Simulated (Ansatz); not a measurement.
Results of LDA in Ansatz (plane waves, PAW) for 1T (CdI2-type) PtTe₂.

Run with plane-wave cutoff 520 eV, 12×12×8 k mesh (along the axes of the cell as run), Fermi–Dirac smearing 0.1 eV, perturbation theory, force constants from a 6×6×2 q mesh, scalar-relativistic PAW data made under PBE.

Computed at the level's own relaxed cell.

Harmonic phonon frequencies (cm⁻¹; i marks an imaginary mode):

```tsv
q point	frequencies
Γ	0 0 0 108 108 157 164 173 173
A	43 43 59 123 123 151 169 177 177
K	82 101 101 107 107 158 158 163 163
H	86 116 116 119 119 150 161 167 167
```

No imaginary mode appears at these points.

Ansatz is a program for electronic structure.
